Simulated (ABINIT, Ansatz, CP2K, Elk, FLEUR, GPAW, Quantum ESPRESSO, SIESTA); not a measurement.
**Code comparison for SnSe₂ (P-3m1, 3 atoms in the cell)**

Self-consistent single point.

```yaml
crystal:
  lattice:
    - [3.82576, 0.00000, 0.00000]
    - [-1.91288, 3.31321, 0.00000]
    - [0.00000, 0.00000, 6.45864]
  atoms:
    - { symbol: Sn, position: [0.00000, 0.00000, 0.00000] }
    - { symbol: Se, position: [0.66667, 0.33333, 0.75710] }
    - { symbol: Se, position: [0.33333, 0.66667, 0.24290] }
```

All programs got the same cell, k-point mesh and kind of occupations (some realise fixed ones as a very narrow smearing) (in Ansatz's words: kpoints.mp_grid.grid = 7 7 4; scf.occupations.method = fixed); potentials, basis and cutoffs are each program's usual ones.

```
code                                                                                                                                model  pressure (GPa)  largest force (eV/Å)  gap on the mesh (eV)  k-points           cutoff
----------------  -----------------------------------------------------------------------------------------------------------------------  --------------  --------------------  --------------------  --------  ---------------
GPAW                                                                                         PBE, GPAW PAW datasets PBE (gpaw-data 1.0.1)            2.48                 0.336                 0.843        28           550 eV
Quantum ESPRESSO                                                                        PBE, SSSP 1.1.2 efficiency (PBE) pseudopotentials            2.82                 0.378                 0.826        28            40 Ry
CP2K                                                              PBE, GPW, DZVP-MOLOPT-SR-GTH basis, GTH-PBE potentials (GTH_POTENTIALS)            3.86                 0.524                 0.837        99      grid 400 Ry
Ansatz                                                                                                             PBE, default PAW files            2.69                 0.357                 0.833        28          30.9 Ry
FLEUR                                                                        PBE, all-electron FLAPW (FLEUR), scalar-relativistic valence               –                 0.439                 0.866        28  Kmax 4.2 1/bohr
ABINIT                                                                                                        PBE, PAW (JTH v2.0 PBE PAW)            2.59                 0.358                 0.827        28            40 Ry
Elk                                        PBE, all-electron FP-LAPW, Elk's shipped species files, APW+lo basis with extra local orbitals               –                 0.240                 0.833        28         rgkmax 8
SIESTA            GGA PBE, numerical atomic orbitals DZP, PseudoDojo PBE standard norm-conserving potentials (rewritten from UPF to PSML)            5.10                 1.050                 0.893       102      grid 350 Ry
```

A dash marks a value that a program does not give, or that is left out as unsure.

Gaps are read on the mesh. Another mesh or the band path gives a smaller gap, so these values are not converged in the mesh.

The spread over the programs that give each value: pressure within 2.62 GPa; largest force within 0.810 eV/Å; gap on the mesh within 0.067 eV.

The starting cell comes from a database of computed structures (which also holds hypothetical and non-ambient phases and stackings), without a prior relaxation at this level. Its lattice was rescaled by a random factor within 2.5 % of one.

**Question.** Why do the programs differ, and what cannot be compared?

**Answer.** Differences of this kind can come from the potentials, where these differ, and from what each basis and cutoff leave unconverged. The valence holds different numbers of electrons (GPAW 26, Quantum ESPRESSO 26, CP2K 16, Ansatz (a quantum-chemistry and plane-wave program) 46, FLEUR 46, ABINIT 26, SIESTA 46). The zero of total energies and Fermi levels follows the potentials and each program's conventions, so they are not compared here. CP2K and SIESTA use small atom-centred bases, whose incompleteness enters pressures, forces and empty levels differently from a plane-wave cutoff. FLEUR and Elk treat all electrons, but the usual bases taken here (sphere radii, linearisation, local orbitals, empty states) were not tested for convergence, so the values are no reference for the others. Ansatz's pressure is given at a fixed set of plane waves, as the other plane-wave codes print theirs; with its correction for the finite basis it is 2.73 GPa. The programs reduce the same mesh by symmetry to different extents, which changes the work and not the result. In the pressure, CP2K (by 1.22) and SIESTA (by 2.46) lie more than 1 GPa from the median of the plane-wave programs. In the force vectors, CP2K (by 0.167), FLEUR (by 0.082), Elk (by 0.118) and SIESTA (by 0.693) lie more than 0.08 eV/Å from the median of the plane-wave programs.

Keys are those of Ansatz 0.2.
